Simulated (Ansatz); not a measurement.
For TiTc (Pm-3m), PBEsol, DFPT electron-phonon coupling, linearised Boltzmann equation in Ansatz (a program for electronic structure) gives a transport coupling λ_tr = 0.396 and a Drude plasma energy ħω_p = 7.86 eV.

Estimate the resistivity at 300 K from the high-temperature formula ρ = 2π λ_tr k_B T / (ħ ε₀ ω_p²), and say how the full Boltzmann solution compares.

The scattering rate is 1/τ = 2π λ_tr k_B T/ħ = 9.77e13 s⁻¹ and ω_p = 1.19e16 s⁻¹, so ρ ≈ 7.74 μΩ·cm. The Boltzmann solution gives 7.11 μΩ·cm, 0.92 times the estimate.

A metal at this level (no band gap). Only scattering by harmonic phonons is included (no impurities, grain boundaries, electron-electron scattering or thermal expansion). Spin-orbit coupling is left out. Halving the electron mesh (28x28x28) moves the resistivity by up to 1 % at 300 K, the coupling by up to 1 %. Smearing 0.20 eV; phonons on a 5x5x5 q mesh, which this run doesn't test.

Formula and space group known from diffraction (Crystallography Open Database), not checked to be the room-temperature form: TiTc (Pm-3m).
